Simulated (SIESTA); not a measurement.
Input and output of a self-consistent single point for HfO2 (Fm-3m, 3 atoms in the cell) (SIESTA).

Level of theory: LDA PW92, numerical atomic orbitals TZP, PseudoDojo LDA standard norm-conserving potentials (rewritten from UPF to PSML) (SIESTA).

```
CELL_PARAMETERS angstrom
      0.00000     2.47255     2.47255
      2.47255     0.00000     2.47255
      2.47255     2.47255     0.00000
ATOMIC_POSITIONS crystal
  Hf 0.00000 0.00000 0.00000
  O  0.75000 0.75000 0.75000
  O  0.25000 0.25000 0.25000
```

Reference input (self-consistent single point, DFT, GGA PBE, numerical atomic orbitals TZP, PseudoDojo PBE standard norm-conserving potentials (rewritten from UPF to PSML)): XC.functional = GGA; XC.authors = PBE; potentials = PseudoDojo PBE standard; PAO.BasisSize = TZP; PAO.EnergyShift = 0.005 Ry; MeshCutoff = 300 Ry; kgrid.MonkhorstPack = 12 12 12; OccupationFunction = FD; ElectronicTemperature = 10 K; MaxSCFIterations = 150; SCF.Mixer.Method = Pulay; SCF.Mixer.Weight = 0.25. This run's input differs from it in these lines:

```diff
@@ -1,2 +1,2 @@
-# files in the folder: Hf.psml O.psml (PseudoDojo PBE standard)
+# files in the folder: Hf.psml O.psml (PseudoDojo LDA standard)
 SystemName  HfO2
@@ -23,4 +23,4 @@
 
-XC.functional                GGA
-XC.authors                   PBE
+XC.functional                LDA
+XC.authors                   PW92
 PAO.BasisSize                TZP
```

Output (repeated stretches shortened):

```
        iscf     Eharris(eV)        E_KS(eV)     FreeEng(eV)     dDmax    Ef(eV) dHmax(eV)
   scf:    1    -2414.236426    -2433.512172    -2433.512172  1.638073 -9.000883  9.933515
   scf:    2    -2443.054490    -2439.241714    -2439.241714  0.303893 -5.885793  3.299489
   scf:    3    -2440.094079    -2439.936626    -2439.936626  0.140852 -4.497130  0.546395
   scf:    4    -2439.918462    -2439.940759    -2439.940759  0.086906 -4.689922  0.437431
   scf:    5    -2439.930427    -2439.948852    -2439.948852  0.042951 -4.945872  0.286600
   [... 2 lines left out ...]
   scf:    8    -2439.955336    -2439.955336    -2439.955336  0.000206 -4.842523  0.000467
   scf:    9    -2439.955336    -2439.955336    -2439.955336  0.000015 -4.842613  0.000204
   scf:   10    -2439.955336    -2439.955336    -2439.955336  0.000012 -4.842689  0.000000
   scf:   11    -2439.955336    -2439.955336    -2439.955336  0.000000 -4.842689  0.000000
SCF Convergence by DM+H criterion
max |DM_out - DM_in|         :     0.0000000391
max |H_out - H_in|      (eV) :     0.0000000931
SCF cycle converged after 11 iterations

Using DM_out to compute the final energy and forces

siesta: E_KS(eV) =            -2439.9553

siesta: E_KS - E_eggbox =     -2439.9553

siesta: Atomic forces (eV/Ang):
     1    0.000000    0.000000   -0.000000
     2   -0.000000   -0.000000   -0.000000
     3    0.000000    0.000000    0.000000
   Tot   -0.000000   -0.000000   -0.000000
   Max    0.000000
   Res    0.000000    sqrt( Sum f_i^2 / 3N )
   Max    0.000000    constrained

Stress tensor Voigt[x,y,z,yz,xz,xy] (kbar):      -90.06      -90.06      -90.06       -0.00       -0.00       -0.00
(Free)E + p*V (eV/cell)    -2438.2559
Target enthalpy (eV/cell)    -2439.9553

   [... lines left out ...]
siesta: FreeEng =     -2439.955336
   [... lines left out ...]
siesta:    -0.056213   -0.000000   -0.000000
siesta:    -0.000000   -0.056213   -0.000000
siesta:    -0.000000   -0.000000   -0.056213

siesta: Cell volume =         30.231960 Ang**3

siesta: Pressure (static):
siesta:                Solid            Molecule  Units
siesta:           0.00061224          0.00061224  Ry/Bohr**3
siesta:           0.05621284          0.05621284  eV/Ang**3
siesta:          90.06289489         90.06289490  kBar
```

The run converged in 11 iterations. Against the reference run the pressure goes from 27.29 to 9.01 GPa and the gap on the mesh goes from 3.853 to 3.671 eV.

The starting cell comes from a database of computed structures (which also holds hypothetical and non-ambient phases and stackings), without a prior relaxation at this level. Its lattice was rescaled by a random factor within 2.5 % of one. Spin-orbit coupling is off. Values carry the incompleteness of an atom-centred basis. With a pressure of about 9 GPa the cell is away from its equilibrium volume at this level.

Cost on one core of a shared machine: roughly 70 s.
